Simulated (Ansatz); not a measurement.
An Ansatz (a quantum-chemistry and plane-wave program) input (DFT with r2SCAN, PAW potentials and a 500 eV plane-wave cutoff in Ansatz, without spin-orbit coupling, earlier PAW set):

Ansatz 0.2 input:
```yaml
crystal:
  lattice:
    - [-3.3531806869, 3.4801315973, 3.4855222508]
    - [3.3531806869, -3.4801315973, 3.4855222508]
    - [3.3531806869, 3.4801315973, -3.4855222508]
  atoms:
    - { symbol: Pb, position: [0, 0.7490079512, 0.7490079512] }
    - { symbol: Pb, position: [0, 0.2509920488, 0.2509920488] }
    - { symbol: Pb, position: [0.5, 0, 0.5] }
    - { symbol: Sn, position: [0.5, 0.5, 0] }
    - { symbol: O, position: [0.6889847491, 0.4497863896, 0.7608016405] }
    - { symbol: O, position: [0.6889847491, 0.9281831086, 0.2391983595] }
    - { symbol: O, position: [0.8054293939, 0, 0.8054293939] }
    - { symbol: O, position: [0.8002140242, 0.5, 0.3002140242] }
    - { symbol: O, position: [0.1945706061, 0, 0.1945706061] }
    - { symbol: O, position: [0.1997859758, 0.5, 0.6997859758] }
    - { symbol: O, position: [0.3110152509, 0.0718168914, 0.7608016405] }
    - { symbol: O, position: [0.3110152509, 0.5502136104, 0.2391983595] }
basis: { ecutwfc: 500, ecutrho_ratio: 4, xc_grid: 4, fft_grid_basis: typed }
kpoints: { mp_grid: { grid: [7, 7, 7] } }
hamiltonian:
  xc: r2scan
  dispersion: none
  pseudopotentials: { azcp: { folder: ./paw }, kind: paw }
scf: { occupations: { method: fermi_dirac, width: 0.05 }, convergence: { dr2_threshold: 0.0000000012 } }
output: { forces: true, stress: true }
checkpoint: { write: state.ck, write_every: 1000 }
```

Task: Which symmetry and how many k-points will the program report, and about how many plane waves at Γ?

Result: Space group Immm (ITA 71) with 8 operations, k-points 64 of 343, and 4129 plane waves at Γ.

Each cell is one ordered arrangement of few atoms, which overstates ordering effects compared with a random alloy. Whether these cells are dynamically stable was not tested. All final runs are without spin polarisation. The cell was made from SnO2 by this change: x(Pb) = 0.75, 12 atoms, Immm.
